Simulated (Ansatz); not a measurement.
**Pressure series in MoTe2**

The parent structure is MoTe₂ in the 2H-MoS2 type structure (space group P6_3/mmc, No. 194; a = 3.497 Å, c = 13.696 Å; layered, stacked along the Cartesian z axis).

Cell and atoms are relaxed at each pressure.

Computed with Ansatz (a quantum-chemistry and plane-wave program), PBE-D3(BJ), PAW, cutoff 420 eV, no spin-orbit coupling.

Base values:

```
Item        Value
--------  -------
Band gap  0.60 eV
```

**Question.** The aim is a band gap between 0.16 eV and 0.22 eV. Which of these changes reaches it?
A. pressure 5 GPa
B. pressure −1 GPa
C. pressure 10 GPa
D. pressure −2 GPa

**Answer.** A, pressure 5 GPa. It gives 0.19 eV; pressure −2 GPa gives 0.80 eV; pressure −1 GPa gives 0.68 eV; pressure 10 GPa gives zero. Changes not listed may reach it too

The mesh was chosen for an insulator and is coarse for the gapless case. With Te present, leaving out spin-orbit coupling can change the band edges. Load acts through the strain it causes; cell and atoms are relaxed under it. Whether these cells are dynamically stable was not tested. No other phases were tried under pressure. All final runs are without spin polarisation. The program warned that a D3 coordination switch lies within reach, so dispersion energies are less smooth here. A zero or small gap of MoTe2 under pressure 10 GPa and MoTe2 under pressure 5 GPa can be the functional's error rather than a property of the material.
